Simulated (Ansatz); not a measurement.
A calculation on AlB2-type TiB₂ returned lattice constant a 3.014 Å, lattice parameter c 3.202 Å, equilibrium volume per atom 8.40 Å³/atom.

For reference: lattice constant a 3.029 Å (measured, 293 K, no zero-point or thermal correction; as tabulated in R. G. Munro, J. Res. NIST 105, 709 (2000), Material Properties of Titanium …); lattice parameter c 3.229 Å (measured, 293 K, not corrected to a static lattice; as tabulated in R. G. Munro, J. Res. NIST 105, 709 (2000), Material Properties of Titanium …).

Task: Which level of theory produced these numbers?
(A) PBE (Ansatz, an electronic-structure program)
(B) HSE06 (Ansatz)
(C) rVV10 (Ansatz)
(D) LDA (Ansatz)

Result: B, HSE06 (Ansatz)

The others give: LDA 2.994 Å, 3.159 Å, 8.17 Å³/atom; rVV10 3.031 Å, 3.239 Å, 8.59 Å³/atom; PBE 3.032 Å, 3.224 Å, 8.56 Å³/atom.

Unless a cell is named, each level is at its own relaxed cell (HSE06 8.40, LDA 8.17, PBE 8.56, rVV10 8.59 Å³/atom).

Caveats: hybrids on metals are sensitive to the k mesh and can open a false gap (HSE06). Ansatz's density-functional and Hartree–Fock values are scalar-relativistic unless marked +SOC, with PAW data made under PBE.
